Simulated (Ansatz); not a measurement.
The starting structures come from a database of crystals and need not be the phases stable at ambient conditions.

The decay constant κ of evanescent states in the gap governs leakage through a thin film.

Consider the following.

```yaml
crystal:
  lattice:
    - [6.43342, 0.00000, 0.00000]
    - [2.53184, 5.95680, 0.00000]
    - [0.00000, 0.00000, 6.36899]
  atoms:
    - { symbol: Sb, position: [0.85552, 0.37671, 0.36526] }
    - { symbol: Sb, position: [0.14448, 0.62329, 0.63474] }
    - { symbol: Sb, position: [0.14448, 0.12329, 0.86526] }
    - { symbol: Sb, position: [0.85552, 0.87671, 0.13474] }
    - { symbol: Ru, position: [0.71262, 0.29997, 0.99538] }
    - { symbol: Ru, position: [0.28738, 0.70003, 0.00462] }
    - { symbol: Ru, position: [0.28738, 0.20003, 0.49538] }
    - { symbol: Ru, position: [0.71262, 0.79997, 0.50462] }
    - { symbol: Se, position: [0.65120, 0.18061, 0.63490] }
    - { symbol: Se, position: [0.34880, 0.81939, 0.36510] }
    - { symbol: Se, position: [0.34880, 0.31939, 0.13490] }
    - { symbol: Se, position: [0.65120, 0.68061, 0.86510] }
```

Space group of this cell: P2_1/c. The cell is taken as given; by r2SCAN its mean pressure is -2.4 GPa.

Transport runs along the normal of the first two printed cell vectors.

The gap is the functional's own, uncorrected, and κ follows it; spin-orbit coupling is left out. Mid-gap values are interpolated between the computed energies.

### Question
Predict the band gap and the smallest decay constant κ at mid-gap from r2SCAN run with Ansatz (an electronic-structure program).

### Answer
Gap 0.95 eV on a 6×6×6 mesh; κ = 0.154 1/Å, at (0.333, 0.500) of the in-plane reciprocal vectors. At the zone centre, at the nearest computed energy, the slowest state has κ = 0.23 1/Å.
